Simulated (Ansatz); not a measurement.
Take HgO in the zinc blende structure (space group F-43m, No. 216; a = 5.196 Å; a hypothetical phase, not in the database extracts checked) as the base.

The change: F takes the place of O on all its sites, then cell and atoms are relaxed.

Levels (all Ansatz, a program for electronic structure, PAW): PBEsol (420 eV, no spin-orbit coupling); PBEsol+SOC (420 eV, spin-orbit coupling included).

The geometry is relaxed with PBEsol.

```
Property          Result
---------------  -------
PBEsol pressure  0.0 GPa
```

Task: How does going to PBEsol+SOC change the pressure?

Result: The pressure goes from zero to -0.3 GPa.

Single points use the geometry relaxed with PBEsol. The spin-orbit shifts are approximate. No phonon test of stability was made. As relaxed here, HgF is a hypothetical phase, not in the database extracts checked. The runs without spin-orbit coupling are not spin-polarised. An odd electron count without spin: HgF.
